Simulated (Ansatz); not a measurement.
# Zr2InN, pressure series

Start from Zr$_{2}$InN (space group P6_3/mmc, No. 194; a cell from a computed database, its experimental status unchecked).

```cif
data_In2N2Zr4
_chemical_formula_sum 'Zr4 In2 N2'
_space_group_name_H-M_alt 'P63/mmc'
_space_group_IT_number 194
_space_group_name_Hall '-P 6c 2c'
_cell_length_a 3.26184
_cell_length_b 3.26184
_cell_length_c 14.79868
_cell_angle_alpha 90.000
_cell_angle_beta 90.000
_cell_angle_gamma 120.000
loop_
_atom_site_label
_atom_site_type_symbol
_atom_site_symmetry_multiplicity
_atom_site_Wyckoff_symbol
_atom_site_fract_x
_atom_site_fract_y
_atom_site_fract_z
_atom_site_occupancy
Zr1 Zr 4 f 0.33333 0.66667 0.08366 1
In1 In 2 d 0.66667 0.33333 0.25000 1
N1 N 2 a 0.00000 0.00000 0.00000 1
```

Cell and atoms are relaxed at each pressure.

The values are results of PBEsol (Ansatz, a first-principles code), no spin-orbit coupling, not measurements.

| pressure (GPa) | volume per atom (Å³/atom) |
|---|---|
| 0 | 17.045 |
| 0.3 | 17.010 |
| 0.7 | 16.964 |
| 1.5 | 16.874 |
| 3 | 16.712 |
| 5 | ? |
| 7.5 | 16.271 |

Question: Fit the third-order Birch–Murnaghan form P(V) = (3B₀/2)[(V₀/V)^(7/3) − (V₀/V)^(5/3)]·[1 + (3/4)(B₀′ − 4)((V₀/V)^(2/3) − 1)] (squares taken in P) to the rows shown and predict the withheld row.

Answer: Least squares on the printed values gives V₀ = 17.045 Å³/atom, B₀ = 146 GPa, B₀′ = 4.4; this predicts 16.508 Å³/atom, and the run gives 16.508 Å³/atom, in agreement.

Load acts through the strain it causes; cell and atoms are relaxed under it. Stability against distortions was not tested. No other phases were tried under pressure. The final runs are not spin-polarised.
